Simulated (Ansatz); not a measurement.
The structure below was relaxed with PBEsol (Ansatz, a first-principles code; PAW; 420 eV plane waves; no spin-orbit coupling), earlier PAW set.

```yaml
crystal:
  lattice:
    - [-1.56071, 1.56071, 1.56071]
    - [1.56071, -1.56071, 1.56071]
    - [1.56071, 1.56071, -1.56071]
  atoms:
    - { symbol: Pt, position: [0.00000, 0.00000, 0.00000] }
```

Find the space group and the Wyckoff positions.

Space group Im-3m (No. 229); a = 3.1214 Å, b = 3.1214 Å, c = 3.1214 Å, α = 90.00°, β = 90.00°, γ = 90.00°

```tsv
atom	site	symmetry	x	y	z
Pt	2a	m-3m	0.0000	0.0000	0.0000
```

No phonon test of stability was made. All final runs are without spin polarisation. The cell was made from W by this change: W → Pt; the result is a model cell, its experimental status unchecked. This is not the structure that Pt has at room temperature and ambient pressure.
